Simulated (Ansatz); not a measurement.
Worked example: self-consistent single point of CaPd (P4mm, 2 atoms in the cell) in Ansatz (a quantum-chemistry and plane-wave program).

Computed with LDA (PW92), default PAW files made with PBE (plane waves; Ansatz).

```yaml
crystal:
  lattice:
    - [3.51621, 0.00000, 0.00000]
    - [0.00000, 3.51621, 0.00000]
    - [0.00000, 0.00000, 3.51621]
  atoms:
    - { symbol: Ca, position: [0.00000, 0.00000, 0.01422] }
    - { symbol: Pd, position: [0.50000, 0.50000, 0.50000] }
```

Reference input (self-consistent single point, DFT, LDA (PW92), plane waves, default PAW files made with PBE): basis.ecutwfc = 30.9 Ry; kpoints.mp_grid.grid = 9 9 9; hamiltonian.xc = lda; hamiltonian.pseudopotentials = {kind: paw} (the program's default PAW files); scf.occupations.method = fermi_dirac; scf.occupations.width = 0.0073 Ry. This run's input differs from it in these lines:

Ansatz 0.2 input:
```diff
@@ -11,3 +11,3 @@
 kpoints:
-  mp_grid: { grid: [9, 9, 9] }
+  mp_grid: { grid: [25, 25, 25] }
 hamiltonian:
```

Log, with long lists cut:

```
SCF iter   1: F=—  HF=-8618.478852 eV  |F-HF|=—  |Δ(HF+E_count)|=         —  Δρ=1.08e-2  dr2=5.46e-2  ethr=1.77e-3  ⟨swp⟩=6.2  Hψ=115144  notcnv=0
all-band conjugate gradients solve this SCF's bands
preconditioner: auto → Kerker (q_TF=auto, 2.535 Å⁻¹)
SCF iter   2: F=—  HF=-8618.464965 eV  |F-HF|=—  |Δ(HF+E_count)|=   1.39e-2  Δρ=3.44e-3  dr2=2.09e-3  ethr=1.95e-4  ⟨swp⟩=2.1  Hψ=38544  notcnv=0
SCF iter   3: F=—  HF=-8618.464457 eV  |F-HF|=—  |Δ(HF+E_count)|=   5.08e-4  Δρ=1.71e-3  dr2=5.51e-4  ethr=7.47e-6  ⟨swp⟩=2.0  Hψ=34676  notcnv=0
SCF iter   4: F=—  HF=-8618.464319 eV  |F-HF|=—  |Δ(HF+E_count)|=   1.38e-4  Δρ=1.84e-4  dr2=9.39e-6  ethr=1.97e-6  ⟨swp⟩=2.3  Hψ=35638  notcnv=0
SCF iter   5: F=—  HF=-8618.464318 eV  |F-HF|=—  |Δ(HF+E_count)|=   1.20e-6  Δρ=5.05e-5  dr2=1.16e-6  ethr=3.35e-8  ⟨swp⟩=2.0  Hψ=32821  notcnv=0
SCF iter   6: F=-8618.464318 eV  HF=-8618.464318 eV  |F-HF|=7.67e-9  |Δ(HF+E_count)|=   6.97e-8  Δρ=8.63e-6  dr2=2.56e-8  ethr=3.57e-10  ⟨swp⟩=3.2  Hψ=78715  notcnv=0
SCF 1 converged in 6 iterations: F = -8618.464318 eV  dr2 = 2.56e-8
Free energy (F): -8618.464318 eV
Internal energy: -8618.439966 eV  (E = F + TS)
E sigma→0 (E₀):  -8618.452142 eV
Entropy (-TS):   -0.024352 eV (-12.176 meV/atom)
Fermi energy:    11.257074 eV
--- Forces (eV/Å), atoms counted from 1 ---
  atom   1  Ca     0.00000000     0.00000000    -0.10355796
  atom   2  Pd     0.00000000     0.00000000     0.10353892
--- Stress (GPa, compression-positive) ---
       -5.314318       0.000000       0.000000
        0.000000      -5.314318       0.000000
        0.000000       0.000000      -5.341222
  P = ⅓ Tr σ = -5.3233 GPa (-53.233 kbar)
  The stress holds the Pulay correction. Without it, at fixed plane waves, as pw.x and ABINIT print it: P = -5.3347 GPa
```

The run converged in 6 iterations. Against the reference run the free energy drops by 1.8 meV/atom, the pressure hardly changes (-5.41 to -5.32 GPa) and the largest force stays at 0.104 eV/Å.

The starting cell comes from a database of computed structures (which also holds hypothetical and non-ambient phases and stackings), without a prior relaxation at this level. Its lattice was rescaled by up to half a per cent. One atom was moved a little off its site on purpose. Spin polarisation is off. With a pressure of about -5 GPa the cell is away from its equilibrium volume at this level. Ansatz's pressure includes its estimate of the finite-basis (Pulay) stress.

Cost on one core of a shared machine: roughly 60 s.
